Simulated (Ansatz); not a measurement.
# HfN under a change: pressure 7 GPa

Take HfN in the rock salt structure (space group Fm-3m, No. 225; a = 4.502 Å) as the base.

One thing is altered: cell and atoms relaxed at a pressure of 7 GPa.

The values are results of DFT with PBEsol, PAW potentials and a 420 eV plane-wave cutoff in Ansatz (a program for electronic structure), no spin-orbit coupling, not measurements. Γ-centred 18×18×18 mesh, Fermi–Dirac width 0.05 eV.

Volume per atom: 11.14 Å³ (base 11.40 Å³)
Lattice parameter a: 4.467 Å (base 4.502 Å)
Shortest interatomic distance: 2.233 Å (base 2.251 Å)
Enthalpy H = E + PV relative to the base's energy: +0.49 eV/atom
Band gap: zero (base zero)

Final structure:

```
CELL_PARAMETERS angstrom
      0.00000     2.23328     2.23328
      2.23328     0.00000     2.23328
      2.23328     2.23328     0.00000
ATOMIC_POSITIONS crystal
  N  0.00000 0.00000 0.00000
  Hf 0.50000 0.50000 0.50000
```

Load acts through the strain it causes; cell and atoms are relaxed under it. Stability against distortions was not tested. No other phases were tried under pressure. The final runs are not spin-polarised. An odd electron count without spin: HfN.
